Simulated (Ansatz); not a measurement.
The structure below was relaxed with PBE (Ansatz, a first-principles code), without spin-orbit coupling, earlier PAW set, at pressure 7 GPa.

```
KTaO3
1.0
    3.97744     0.00000     0.00000
    0.00000     3.97744     0.00000
    0.00000     0.00000     3.97744
K Ta O
1 1 3
Direct
  0.00000   0.00000   0.00000
  0.50000   0.50000   0.50000
  0.00000   0.50000   0.50000
  0.50000   0.50000   0.00000
  0.50000   0.00000   0.50000
```

**Question.** Find the space group and the Wyckoff positions.

**Answer.** Space group Pm-3m (No. 221); a = b = c = 3.977 Å, α = β = γ = 90.00°

| atom | site | symmetry | x | y | z |
|---|---|---|---|---|---|
| K | 1a | m-3m | 0.0000 | 0.0000 | 0.0000 |
| Ta | 1b | m-3m | 0.5000 | 0.5000 | 0.5000 |
| O | 3c | 4/mm.m | 0.0000 | 0.5000 | 0.5000 |

Load acts through the strain it causes; cell and atoms are relaxed under it. Whether these cells are dynamically stable was not tested. No other phases were tried under pressure. The cell was made from KTaO₃ in the cubic perovskite structure (space group Pm-3m, No. 221) by this change: pressure 7 GPa.
